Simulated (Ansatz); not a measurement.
# TiSi (model structure, started from the WC type, P-6m2, No. 187, 2 atoms in the cell): volume per atom by level of theory

No measured value is used here.

| level (code) | value (Å³/atom) |
|---|---|
| PBE (Ansatz) | 15.02 |
| PBEsol (Ansatz) | 14.56 |
| PBE-D3(BJ) (Ansatz) | … |

**Question.** Fill in the missing entries.

**Answer.** 
- PBE-D3(BJ) (Ansatz, a quantum-chemistry and plane-wave program), value (Å³/atom): 14.34

Ansatz's density-functional and Hartree–Fock values are scalar-relativistic unless marked +SOC, with PAW data made under PBE.

A model structure was made by putting elements into a prototype or built by hand; it is no filed structure, need not be a known phase, and can be a saddle point held by its symmetry.
